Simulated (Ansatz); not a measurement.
Base system: CdS in the zinc blende structure (space group F-43m, No. 216; a = 5.824 Å). Axes: x, y, z lie along the cube axes.

The values are results of PBEsol in Ansatz (plane waves to 420 eV, PAW, no spin-orbit coupling), not measurements.

Before the change:

The band gap is 1.01 eV and the valence-band top at Γ comes out as 0.00, 0.00, 0.00 eV. The shortest interatomic distance comes out as 4.766 bohr.

Now apply this change: tensile biaxial strain of 0.71 % in the plane normal to [001], as in epitaxy on a mismatched substrate; the out-of-plane cell vector and the atoms relax.

Predict the new band gap, hole mass, valence-band top at Γ and shortest interatomic distance.

The band gap drops by 0.04 eV, from 1.01 eV to 0.97 eV; the hole mass amounts to 0.12 mₑ out of plane, 0.74 mₑ in plane (at Γ); the valence-band top at Γ (three highest levels, from the VBM) goes from 0.00, 0.00, 0.00 eV to 0.00, -0.05, -0.05 eV; the shortest interatomic distance increases by 0.006 bohr, from 4.766 bohr to 4.772 bohr.

Masses are band curvatures over ±0.01 Å⁻¹ around the edge. Stability against distortions was not tested.

Ansatz is an electronic-structure program.
